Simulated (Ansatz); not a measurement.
Take Mo in the bcc (W type) structure (space group Im-3m, No. 229; relaxed with 0.1 eV smearing) as the base.

```xyz
1
Lattice="-1.5755 1.5755 1.5755 1.5755 -1.5755 1.5755 1.5755 1.5755 -1.5755" Properties=species:S:1:pos:R:3 pbc="T T T"
Mo     0.0000     0.0000     0.0000
```

Cartesian axes are those of the cell as printed.

Calculations: r2SCAN (Ansatz, an electronic-structure program, PAW, without spin-orbit coupling).

Base values:

| Property | Result |
|---|---|
| Shortest interatomic distance | 2.729 Å |

One thing is altered: uniaxial strain ε_xx = −4.09 %, all other strain components held at zero; the atoms relax in the strained cell.

Problem. What happens to the shortest interatomic distance and stress?

Solution. The shortest interatomic distance falls by 0.037 Å (2.729 Å → 2.692 Å); the stress (xx, yy, zz, yz, xz, xy; compression positive) is (22.8, 7.6, 7.6, 0.0, 0.0, 0.0) GPa.

No phonon test of stability was made. All final runs are without spin polarisation.
